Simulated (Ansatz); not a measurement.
## What biaxial strain −0.28 %, plane normal [111], relaxed out of plane does to BAs

The parent structure is BAs in the zinc blende structure (space group F-43m, No. 216; a = 4.768 Å). Axes: x, y, z lie along the cube axes.

Now apply this change: compressive biaxial strain of 0.28 % in the plane normal to [111], as in epitaxy on a mismatched substrate; the out-of-plane cell vector and the atoms relax.

Calculations: Kohn–Sham DFT with the PBEsol functional, run in Ansatz (an electronic-structure program) with PAW and 420 eV plane waves, no spin-orbit coupling. Γ-centred 12×12×12 mesh, Fermi–Dirac width 0.05 eV.

```tsv
quantity	base	changed	shift
volume per atom	13.55 Å³	13.48 Å³	-0.07 Å³
space group	F-43m (No. 216)	R3m (No. 160)	–
shortest interatomic distance	2.065 Å	2.060 Å	-0.0044 Å
energy relative to the base (free energy F)	0 meV/atom	+0.3 meV/atom	+0.3 meV/atom
band gap	1.08 eV	1.07 eV	-0.016 eV
gap character	–	indirect, Γ → F–Γ (18 % along)	–
smallest direct gap	3.25 eV	3.21 eV	-0.04 eV
valence-band top at Γ (three highest levels, from the VBM)	0.00, 0.00, 0.00 eV	0.00, 0.00, -0.03 eV	–
out-of-plane strain	–	+0.07 %	–
```

Cost of the whole job for the changed cell (relaxation, final SCF and bands): very roughly 40 core-seconds.

Stability against distortions was not tested. Labels are those of the standard path for the cell's own space group.
